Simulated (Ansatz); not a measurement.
For B2O3 (model structure, started from the beta Ga2O3 type, C2/m, No. 12, 10 atoms in the cell), LDA (Ansatz, a program for electronic structure, plane waves, PAW) gives:

- cohesive energy = 7.46 eV/atom
- band gap = 6.09 eV

Problem. What does r²SCAN in Ansatz (PAW) give for the same quantities?

Solution. 
- cohesive energy: 6.24 eV/atom (falls by 1.22 eV/atom)
- band gap: 6.84 eV (increases by 0.75 eV)

Changes are worked out from the printed values.

Unless a cell is named, each level is at its own relaxed cell (LDA 6.64, r²SCAN 6.99 Å³/atom).

Density-functional gaps are differences of (generalised) Kohn–Sham levels.

Ansatz's density-functional and Hartree–Fock values are scalar-relativistic unless marked +SOC, with PAW data made under PBE.

A model structure was made by putting elements into a prototype or built by hand; it is no filed structure, need not be a known phase, and can be a saddle point held by its symmetry.
